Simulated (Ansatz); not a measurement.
Start from BAs in the zinc blende structure (space group F-43m, No. 216; a = 4.7839 Å). Axes: x, y, z lie along the cube axes.

Calculations: r2SCAN, PAW, 500 eV (Ansatz, a first-principles code; scalar-relativistic without spin-orbit coupling).

For the base:

```
Item                                Result
---------------------  -------------------
Smallest direct gap                3.44 eV
Pressure                          0.00 GPa
Valence-band top at Γ  0.00, 0.00, 0.00 eV
```

It is then changed as follows: biaxial strain +2.08 %, plane normal [111], relaxed out of plane (Cartesian); in-plane vectors clamped, the third vector and the atoms free.

Problem. Predict the new smallest direct gap, out-of-plane strain, pressure and valence-band top at Γ.

Solution. The smallest direct gap decreases by 0.27 eV to 3.17 eV; the out-of-plane strain comes out as -0.41 %; the pressure (mean of the normal stresses, compression positive) goes from zero to -4.78 GPa; the valence-band top at Γ (three highest levels, from the VBM) becomes 0.00, -0.15, -0.15 eV (base: 0.00, 0.00, 0.00 eV).

No phonon test of stability was made.
